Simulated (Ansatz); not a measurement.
The parent structure is Lu in the hcp (Mg type) structure (space group P6_3/mmc, No. 194; relaxed with 0.1 eV smearing).

```
CELL_PARAMETERS angstrom
      3.44317     0.00000     0.00000
     -1.72159     2.98188     0.00000
      0.00000     0.00000     5.36685
ATOMIC_POSITIONS crystal
  Lu 0.66667 0.33333 0.75000
  Lu 0.33333 0.66667 0.25000
```

The values are results of PBEsol, PAW, 420 eV (Ansatz, a quantum-chemistry and plane-wave program; spin-orbit coupling left out), not measurements.

For the base:

```
Quantity   Result
--------  -------
Pressure  0.0 GPa
Band gap     zero
```

One thing is altered: the cell is scaled by 0.9750 in all directions; the atoms relax in the strained cell.

What does the calculation give for the energy relative to the base, pressure and band gap after the change?

The energy grows by 25 meV/atom; the pressure (mean of the normal stresses, compression positive) goes from zero to 4.3 GPa; the band gap stays zero.

No phonon test of stability was made.
